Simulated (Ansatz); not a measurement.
```xyz
2
Lattice="0.0000 3.2748 3.2748 3.2748 0.0000 3.2748 3.2748 3.2748 0.0000" Properties=species:S:1:pos:R:3 pbc="T T T"
K      0.0000     0.0000     0.0000
Br     3.2748     3.2748     3.2748
```

These are r2SCAN, rigid bands (plane waves, PAW, scalar-relativistic; Ansatz, a first-principles code) values and carry that method's errors. Condition of this run: functional r2SCAN on the same cell. How the cell was made: cell and atoms relaxed with PBEsol.

### Question
Predict the electron conductivity mass (n e² τ/σ) at 300 K, by direction if it differs.

### Answer
0.39 mₑ.

### Question
And the band gap?

### Answer
5.15 eV at this level; semilocal functionals usually fall short of the measured gap.

Rigid bands, one relaxation time for all states, no polarons. Spin-orbit coupling is left out; where it splits the top of the valence band it changes the hole mass and lowers the gap by about a third of the splitting. Geometry: cell and atoms relaxed with PBEsol.
